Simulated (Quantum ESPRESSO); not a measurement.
## Habitual settings against a tight run: SrMg₃ (P6_3/mmc, 8 atoms in the cell)

Self-consistent single point.

```xyz
8
Lattice="7.0186 0.0000 0.0000 -3.5093 6.0783 0.0000 0.0000 0.0000 5.2876" Properties=species:S:1:pos:R:3 pbc="T T T"
Sr     3.5093     2.0261     3.9657
Sr     0.0000     4.0522     1.3219
Mg    -1.9300     5.1665     3.9657
Mg     5.4393     0.9118     1.3219
Mg     1.5793     0.9118     1.3219
Mg     1.9300     5.1665     3.9657
Mg     0.0000     1.8236     3.9657
Mg     3.5093     4.2547     1.3219
```

Method: PBEsol, GBRV 1.5 ultrasoft (PBESOL) pseudopotentials (plane waves; Quantum ESPRESSO 7.5).

Base settings: ecutwfc = 40 Ry; ecutrho = 200 Ry; occupations = smearing; smearing = gaussian; degauss = 0.0073499 Ry; potentials = {Sr: sr_pbesol_v1.uspp.F.UPF, Mg: mg_pbesol_v1.4.uspp.F.UPF}; K_POINTS = automatic 4 4 4 0 0 0; conv_thr = 1e-11 Ry.

Tight run (finer mesh or higher cutoff; not a proven limit): ecutwfc: 40 Ry → 56 Ry; ecutrho: 200 Ry → 280 Ry; conv_thr: 1e-11 Ry → 7.3e-11 Ry; K_POINTS: automatic 4 4 4 0 0 0 → automatic 6 6 6 0 0 0. It gave Fermi level (on the code's own zero) 5.63 eV; pressure 1.04 GPa; largest force (vector length) 0.085 eV/Å.

Quick runs, as changes from the base:
- A: the base itself
- B: ecutwfc: 40 Ry → 24 Ry; ecutrho: 200 Ry → 120 Ry; smearing: gaussian → methfessel-paxton; degauss: 0.0073499 Ry → 0.019992 Ry; conv_thr: 1e-11 Ry → 7.3e-06 Ry; K_POINTS: automatic 4 4 4 0 0 0 → automatic 3 3 3 1 1 1
- C: ecutwfc: 40 Ry → 20 Ry; ecutrho: 200 Ry → 100 Ry; conv_thr: 1e-11 Ry → 7.3e-06 Ry; pseudopotentials: {Sr: sr_pbesol_v1.uspp.F.UPF, Mg: mg_pbesol_v1.4.uspp.F.UPF} → {Sr: sr_lda_v1.uspp.F.UPF, Mg: mg_lda_v1.4.uspp.F.UPF}; K_POINTS: automatic 4 4 4 0 0 0 → automatic 2 2 2 0 0 0 [LDA (PZ)]
- D: K_POINTS: automatic 4 4 4 0 0 0 → automatic 4 4 4 1 1 1
- E: ecutwfc: 40 Ry → 32 Ry; ecutrho: 200 Ry → 160 Ry; smearing: gaussian → methfessel-paxton; degauss: 0.0073499 Ry → 0.019992 Ry; conv_thr: 1e-11 Ry → 7.3e-06 Ry; pseudopotentials: {Sr: sr_pbesol_v1.uspp.F.UPF, Mg: mg_pbesol_v1.4.uspp.F.UPF} → {Sr: sr_lda_v1.uspp.F.UPF, Mg: mg_lda_v1.4.uspp.F.UPF}; K_POINTS: automatic 4 4 4 0 0 0 → automatic 2 2 2 1 1 1 [LDA (PZ)]

Energies are extrapolated to zero smearing width, which holds to low order in the width alone (under cold and Methfessel-Paxton smearing the free energy itself is taken).

Dashes: time of B, C, E, under 30 s; energy of C, E, another energy zero.

† marks runs with another functional, U, potentials or spin treatment: their distance from the tight run is not a convergence error alone.

The count of work is k-points × plane waves × bands × iterations; it is no time. Core times come from one kind of shared machine and are given to one figure; runs under 30 s give none.

The starting cell comes from a database of computed structures (which also holds hypothetical and non-ambient phases and stackings), without a prior relaxation at this level. Its lattice was rescaled by a random factor within 2.5 % of one.

```tsv
run	energy less tight (meV/atom)	pressure less tight (GPa)	largest miss in a force vector (eV/Å)	count of work / tight	core time / tight (rough)
A	-2.7	0.05	0.063	0.26	0.3
B	1144.7	-38.42	0.050	0.048	–
C†	–	-122.36	0.019	0.015	–
D	7.4	-0.05	0.062	0.26	0.3
E†	–	-3.65	0.018	0.015	–
```

Among the runs at the tight run's level, the energy misses run from 2.7 to 1144.7 meV/atom.

Left out of this page: 1 run of the series outside the window shown, repeating another row's setting, or not comparable.
